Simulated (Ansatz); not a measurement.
The cell is built on a prototype and need not be the phase stable at ambient conditions.

By PBEsol, the system below comes out a metal.

Here is the system:

```yaml
crystal:
  lattice:
    - [3.53776, 0.00000, 0.00000]
    - [0.00000, 10.00471, 0.00000]
    - [0.00000, 0.00000, 3.54792]
  atoms:
    - { symbol: Al, position: [0.75002, 0.87500, 0.25000] }
    - { symbol: Al, position: [0.25002, 0.62500, 0.75000] }
    - { symbol: Al, position: [0.24998, 0.12500, 0.75000] }
    - { symbol: Al, position: [0.74998, 0.37500, 0.25000] }
    - { symbol: P, position: [0.74999, 0.12500, 0.25000] }
    - { symbol: P, position: [0.24999, 0.37500, 0.75000] }
    - { symbol: P, position: [0.25001, 0.87500, 0.75000] }
    - { symbol: P, position: [0.75001, 0.62500, 0.25000] }
```

Space group of this cell: Immm. The cell was relaxed by PBE-D3(BJ); by PBEsol its mean pressure is 1.8 GPa.

The current flows along the normal of the first two printed cell vectors. No spin-orbit coupling; the value is a mean over 0.1 eV about the Fermi level.

Compute, with Ansatz (a program for electronic structure) with PBEsol, the ballistic conductance per area.

0.54 × 10¹⁵ S/m² for both spins.
